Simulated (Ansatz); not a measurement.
Consider Ag in the fcc (Cu type) structure (space group Fm-3m, No. 225; relaxed with 0.1 eV smearing).

```
CELL_PARAMETERS angstrom
      0.00000     2.05214     2.05214
      2.05214     0.00000     2.05214
      2.05214     2.05214     0.00000
ATOMIC_POSITIONS crystal
  Ag 0.00000 0.00000 0.00000
```

Cartesian axes are those of the cell as printed.

Calculations: DFT with r2SCAN, PAW potentials and a 500 eV plane-wave cutoff in Ansatz (a quantum-chemistry and plane-wave program), no SOC.

For the base:

```
Property   Result
--------  -------
Pressure  0.0 GPa
```

The change: biaxial strain +3.00 %, plane normal [001], relaxed out of plane (Cartesian); in-plane vectors clamped, the third vector and the atoms free.

**Question.** How does this affect the pressure, energy relative to the base and out-of-plane strain?

**Answer.** The pressure (mean of the normal stresses, compression positive) goes from zero to -1.0 GPa; the energy goes up by 5.7 meV/atom; the out-of-plane strain amounts to -4.61 %.

Stability against distortions was not tested.
